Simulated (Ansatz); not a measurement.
The reference is Ba₂CuHgO₄ (space group P4/mmm, No. 123; a cell from a computed database, its experimental status unchecked).

```
CELL_PARAMETERS angstrom
      3.85260     0.00000     0.00000
      0.00000     3.85260     0.00000
      0.00000     0.00000     9.55030
ATOMIC_POSITIONS crystal
  Ba 0.50000 0.50000 0.69656
  Ba 0.50000 0.50000 0.30344
  Cu 0.00000 0.00000 0.50000
  Hg 0.00000 0.00000 0.00000
  O  0.00000 0.00000 0.79351
  O  0.00000 0.00000 0.20649
  O  0.00000 0.50000 0.50000
  O  0.50000 0.00000 0.50000
```

Cartesian axes are those of the cell as printed.

Computed with DFT with PBEsol, PAW potentials and a 420 eV plane-wave cutoff in Ansatz (a program for electronic structure), spin-orbit coupling left out.

Base values:

* **Shortest interatomic distance**: 1.926 Å

Modification: uniaxial stress, 8 GPa tension along x, with the cell and atoms free to relax against it.

### Question
Predict the new energy relative to the base and shortest interatomic distance.

### Answer
The energy grows by 41 meV/atom; the shortest interatomic distance decreases by 0.0445 Å (1.926 Å → 1.882 Å).

Without a gap, meshes like the base's 12×12×5 leave anisotropic stresses uncertain by several tenths of a GPa, and small strain energies with them. Load acts through the strain it causes; cell and atoms are relaxed under it. Stability under load was not tested beyond the relaxation. No Hubbard U is applied and the magnetic state is the run's own (Ba2CuHgO4 not spin-polarised); small cells can't hold the antiferromagnetic order that many such compounds have, so gaps and moments can be off. The final runs are not spin-polarised. An odd electron count without spin: Ba2CuHgO4.
